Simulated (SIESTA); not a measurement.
**Relaxation of the atoms of Bi2S3 (Pnma, 20 atoms in the cell) at several settings**

```
CELL_PARAMETERS angstrom
     11.59359     0.00000     0.00000
      0.00000     3.99779     0.00000
      0.00000     0.00000    11.16062
ATOMIC_POSITIONS crystal
  Bi 0.01755 0.25000 0.32634
  Bi 0.98245 0.75000 0.67366
  Bi 0.48245 0.75000 0.82634
  Bi 0.51755 0.25000 0.17366
  Bi 0.15647 0.75000 0.03264
  Bi 0.84353 0.25000 0.96736
  Bi 0.34353 0.25000 0.53264
  Bi 0.65647 0.75000 0.46736
  S  0.45179 0.75000 0.37125
  S  0.54821 0.25000 0.62875
  S  0.04821 0.25000 0.87125
  S  0.95179 0.75000 0.12875
  S  0.12160 0.75000 0.44355
  S  0.87840 0.25000 0.55645
  S  0.37840 0.25000 0.94355
  S  0.62160 0.75000 0.05645
  S  0.71064 0.25000 0.30866
  S  0.28936 0.75000 0.69134
  S  0.78936 0.75000 0.80866
  S  0.21064 0.25000 0.19134
```

Base: GGA PBEsol, numerical atomic orbitals DZP, PseudoDojo PBEsol standard norm-conserving potentials (rewritten from UPF to PSML) in SIESTA. Its settings: XC.functional = GGA; XC.authors = PBEsol; potentials = PseudoDojo PBEsol standard; PAO.BasisSize = DZP; PAO.EnergyShift = 0.005 Ry; MeshCutoff = 300 Ry; kgrid.MonkhorstPack = 2 5 2; OccupationFunction = MP; OccupationMPOrder = 0; ElectronicTemperature = 232.09 K; MaxSCFIterations = 150; SCF.Mixer.Method = Pulay; SCF.Mixer.Weight = 0.25; SCF.Mixer.History = 6; SCF.DM.Tolerance = 1.0E-04. Starting volume 25.86 Å³ per atom.

Each line gives the change from the base single point and the result:

- atoms moved at random; MD.TypeOfRun: default → CG; MD.Steps: default → 40; MD.MaxForceTol: default → 0.03 eV/Ang: pressure -2.17 GPa; largest force (vector length) 0.032 eV/Å; relaxation steps 11; free energy against the base single point -8.7 meV/atom.
- atoms moved at random; SCF.DM.Tolerance: 1.0E-04 → default; SCF.DM.Converge: default → false; SCF.H.Converge: default → false; SCF.FreeE.Converge: default → true; SCF.FreeE.Tolerance: default → 1.0E-03 eV; MD.TypeOfRun: default → CG; MD.Steps: default → 40; MD.MaxForceTol: default → 0.03 eV/Ang: pressure -2.18 GPa; largest force (vector length) 0.027 eV/Å; relaxation steps 11; free energy against the base single point -8.8 meV/atom.
- MD.TypeOfRun: default → CG; MD.Steps: default → 40; MD.MaxForceTol: default → 0.02 eV/Ang: pressure -2.16 GPa; largest force (vector length) 0.016 eV/Å; relaxation steps 10; free energy against the base single point -8.8 meV/atom.

The starting cell comes from a database of computed structures (which also holds hypothetical and non-ambient phases and stackings), without a prior relaxation at this level. Values carry the incompleteness of an atom-centred basis.
